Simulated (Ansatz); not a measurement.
# WSi2, pressure series

Take WSi$_{2}$ (space group I4/mmm, No. 139; a = 3.2292 Å, c = 7.8672 Å) as the base.

Cell and atoms are relaxed at each pressure.

Method: Ansatz (a first-principles code) PBE, without spin-orbit coupling.

Notes on the quantities. enthalpy: H = E + PV relative to the base's energy.

```json
[
 {"variant": "base", "density": "9.72 g/cm³", "enthalpy": "–"},
 {"variant": "pressure −2 GPa", "density": "9.63 g/cm³", "enthalpy": "-0.17 eV/atom"},
 {"variant": "pressure −1 GPa", "density": "9.67 g/cm³", "enthalpy": "-0.09 eV/atom"},
 {"variant": "pressure 0.9 GPa", "density": "(withheld)", "enthalpy": "+0.08 eV/atom"},
 {"variant": "pressure 2.1 GPa", "density": "9.81 g/cm³", "enthalpy": "+0.18 eV/atom"},
 {"variant": "pressure 4.5 GPa", "density": "9.91 g/cm³", "enthalpy": "+0.38 eV/atom"},
 {"variant": "pressure 9 GPa", "density": "10.09 g/cm³", "enthalpy": "+0.75 eV/atom"},
 {"variant": "pressure 15 GPa", "density": "10.32 g/cm³", "enthalpy": "+1.24 eV/atom"},
 {"variant": "pressure 22.5 GPa", "density": "10.59 g/cm³", "enthalpy": "+1.84 eV/atom"},
 {"variant": "pressure 30 GPa", "density": "10.83 g/cm³", "enthalpy": "+2.42 eV/atom"}
]
```

Q: Fill in the withheld entries from the trend.

A: 
- pressure 0.9 GPa, density: 9.76 g/cm³

Load acts through the strain it causes; cell and atoms are relaxed under it. Whether these cells are dynamically stable was not tested. No other phases were tried under pressure. The final runs are not spin-polarised.
